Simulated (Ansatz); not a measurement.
System: antifluorite Be₂C. Method: rVV10 (plane waves, PAW; Ansatz, a first-principles code).

Settings: plane-wave cutoff 520 eV, 14×14×14 k mesh, Fermi–Dirac smearing 0.01 eV, scalar-relativistic PAW data made under PBE.

Cell (relaxed at this level):

```cif
data_CBe2
_chemical_formula_sum 'Be2 C1'
_space_group_name_H-M_alt 'P 1'
_space_group_IT_number 1
_cell_length_a 3.06248
_cell_length_b 3.06248
_cell_length_c 3.06248
_cell_angle_alpha 60.000
_cell_angle_beta 60.000
_cell_angle_gamma 60.000
loop_
_space_group_symop_operation_xyz
  'x, y, z'
loop_
_atom_site_label
_atom_site_type_symbol
_atom_site_fract_x
_atom_site_fract_y
_atom_site_fract_z
_atom_site_occupancy
Be1 Be 0.25000 0.25000 0.25000 1
Be2 Be 0.75000 0.75000 0.75000 1
C1 C 0.00000 0.00000 0.00000 1
```

Question: Predict the bulk modulus, band gap, smallest direct gap on the k points sampled and pressure derivative B′ of the bulk modulus.

Answer: 
- bulk modulus = 199 GPa
- band gap = 1.39 eV (indirect)
- smallest direct gap on the k points sampled = 4.12 eV
- pressure derivative B′ of the bulk modulus = 3.5

Computed values are for the static lattice.
